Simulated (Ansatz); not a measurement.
**Converging the k-point mesh at a smearing width of 0.02 eV: K₂Pd (P4mm, 3 atoms in the cell)**

```
K2Pd
1.0
    5.68409     0.00000     0.00000
    0.00000     5.68409     0.00000
    0.00000     0.00000     3.67632
K Pd
2 1
Direct
  0.00000   0.50000   0.50000
  0.50000   0.00000   0.50000
  0.00000   0.00000   0.01360
```

Method: PBEsol, default PAW files made with PBE (plane waves; Ansatz, a program for electronic structure).

Base settings: basis.ecutwfc = 420 eV; kpoints.mp_grid.grid = 6 6 9; hamiltonian.xc = pbesol; hamiltonian.pseudopotentials = {kind: paw} (the program's default PAW files); scf.occupations.method = fermi_dirac; scf.occupations.width = 0.1 eV.

In this ladder: scf.occupations.width = 0.02 eV.

Only quantities that move along the ladder and can be compared are tabulated.

The count of work is k-points × plane waves × bands × iterations; it is no time. 

The starting cell comes from a database of computed structures (which also holds hypothetical and non-ambient phases and stackings), without a prior relaxation at this level. Its lattice was rescaled by up to half a per cent. One atom was moved a little off its site on purpose. Spin polarisation is off. Ansatz's pressure includes its estimate of the finite-basis (Pulay) stress.

Steps (kpoints.mp_grid.grid): 2 2 3; 3 3 4; 3 3 5; 4 4 6; 5 5 7; 5 5 8; 7 7 10; 8 8 12; 10 10 14; 11 11 17; 14 14 21.

### Question
What is the coarsest kpoints.mp_grid.grid that holds the free energy within 2 meV/atom of the last step, with all finer ones?

### Answer
7 7 10, at 0.15 of the last step's count of work; the step before is off by 2.5 meV/atom.

### Question
What is the coarsest kpoints.mp_grid.grid that holds the pressure within 0.1 GPa of the last step, with all finer ones?

### Answer
4 4 6, at 0.061 of the last step's count of work; the step before is off by 0.12 GPa.

```tsv
kpoints.mp_grid.grid	free energy less the last step's (meV/atom)	pressure (GPa)	count of work / last
2 2 3	11.46	-0.94	0.015
3 3 4	15.67	-1.02	0.026
3 3 5	30.40	-0.89	0.026
4 4 6	-16.14	-1.06	0.061
5 5 7	9.06	-0.99	0.061
5 5 8	-2.47	-1.00	0.087
7 7 10	1.12	-1.00	0.15
8 8 12	1.75	-1.00	0.30
10 10 14	0.90	-1.01	0.42
11 11 17	0.31	-1.00	0.48
14 14 21	0.00	-1.01	1.0
```

Keys are those of Ansatz 0.2.
